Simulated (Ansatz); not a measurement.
Functionals compared on F on the 1x1 (110) surface of 3C silicon carbide (cut with top plane C + Si), one in a 2x2 cell, started at the site 'top Si', in Ansatz (plane waves, PAW). The structure was relaxed with PBE; the other rows are single points on it, each with its references at the same level. Cutoff 420 eV (500 eV for r2SCAN).

Host crystal: 3C silicon carbide, with a band gap (PBE, scalar-relativistic without spin-orbit coupling).

Model: 49-atom slab, 7.7 Å thick at the start under the adsorbate (thin: gaps and levels are the slab's own), 3x3x1 mesh, Fermi-Dirac 0.01 eV, dipole correction, 24 atoms held, the rest relaxed; start symmetry kept, larger cells not searched; spin-polarised, ending with about 1.0 μB a cell; orders that need a larger cell were not tried, no spin-orbit, no U, no dispersion correction. At the end it is bonded to Si. In PBE it is, or lies within 0.03 eV of, the lowest of the starts that converged. These notes are the PBE run's. RPBE: The program's check for a lower electronic state was not made. r2SCAN: The program's check for a lower electronic state was not made. Adsorption energies are against ½ F2(g). A negative adsorption energy means that the adsorbate is more stable on the surface than in its reference.

| functional | adsorption energy (eV) | magnetic moment of the cell (μB) | rough cost of the single point |
|---|---|---|---|
| PBE | -4.14 | 1.00 | – |
| RPBE | -4.01 | 1.00 | very roughly 5 core-minutes |
| r2SCAN | -4.51 | 1.00 | about 9 core-minutes (a rough figure) |

Ansatz is a quantum-chemistry and plane-wave program.
